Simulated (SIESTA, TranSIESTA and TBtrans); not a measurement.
Run with TranSIESTA and TBtrans (open boundaries, self-consistent; PseudoDojo norm-conserving potentials, scalar-relativistic): Spin polarized, PAO.BasisSize DZP, PAO.EnergyShift 0.15 eV, XC.Authors PBE, Mesh.Cutoff 200 Ry, ElectronicTemperature 300 K, TS.Voltage 0.0 eV, TBT.Elecs.Eta 0.001 eV.

Junction: Ta chain with one bond stretched by 0.3 Å. Leads: straight Ta chain, spacing 2.35 Å. Geometry: as built, not relaxed. Transport runs along z; the first 6 and the last 6 of the 20 atoms are the lead cells, repeated to infinity.

```xyz
20
Lattice="9.000 0.000 0.000 0.000 9.000 0.000 0.000 0.000 47.300" Properties=species:S:1:pos:R:3 pbc="F F T"
Ta     4.500     4.500     0.000
Ta     4.500     4.500     2.350
Ta     4.500     4.500     4.700
Ta     4.500     4.500     7.050
Ta     4.500     4.500     9.400
Ta     4.500     4.500    11.750
Ta     4.500     4.500    14.100
Ta     4.500     4.500    16.450
Ta     4.500     4.500    18.800
Ta     4.500     4.500    21.150
Ta     4.500     4.500    23.800
Ta     4.500     4.500    26.150
Ta     4.500     4.500    28.500
Ta     4.500     4.500    30.850
Ta     4.500     4.500    33.200
Ta     4.500     4.500    35.550
Ta     4.500     4.500    37.900
Ta     4.500     4.500    40.250
Ta     4.500     4.500    42.600
Ta     4.500     4.500    44.950
```
Starting moments (μB): atom 7 +1, atom 8 +1, atom 9 +1, atom 10 +1, atom 11 +1, atom 12 +1, atom 13 +1, atom 14 +1; lead atoms +1 (left) and +1 (right).

Give the largest eigenchannel transmissions at the Fermi level (four at most) and the total.

Up: 1.00, 0.88, 0.88, 0.87 (total 5.23); down: 1.00, 0.87, 0.87, 0.74 (total 3.47). The magnetic order of the leads was set by the start, and no other order was tried; the separate lead runs end at 1.06 (left) and 1.06 (right) μB an atom. The straight chain is held at its spacing; free chains may zigzag or dimerise. Spin-orbit coupling, left out here, matters for the heavy atoms.
